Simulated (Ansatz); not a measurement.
Effect of isotropic strain −2.50 % on MoSi2

Start from MoSi$_{2}$ (space group I4/mmm, No. 139; a = 3.2168 Å, c = 7.8746 Å; relaxed with 0.1 eV smearing).

Now apply this change: every lattice vector is shortened by 2.50 %, atoms relaxed at fixed cell.

Calculations: PBE/PAW in Ansatz (a first-principles code), without spin-orbit coupling. Settings: 25×25×25 k-points, 0.1 eV Fermi–Dirac smearing.

```tsv
quantity	base	changed	shift
space group	I4/mmm (No. 139)	I4/mmm (No. 139)	–
shortest interatomic distance	2.597 Å	2.549 Å	-0.0486 Å
energy relative to the base (free energy F)	0 meV/atom	+53 meV/atom	+53 meV/atom
pressure (mean of the normal stresses, compression positive)	0.0 GPa	18.4 GPa	+18.4 GPa
band gap	zero	zero	–
```

Final structure:

```
MoSi2
1.0
   -1.56818     1.56818     3.83885
    1.56818    -1.56818     3.83885
    1.56818     1.56818    -3.83885
Si Mo
2 1
Cartesian
  0.00000   0.00000   5.11327
  0.00000   0.00000   2.56444
  0.00000   0.00000   0.00000
```

Whether these cells are dynamically stable was not tested. All final runs are without spin polarisation.
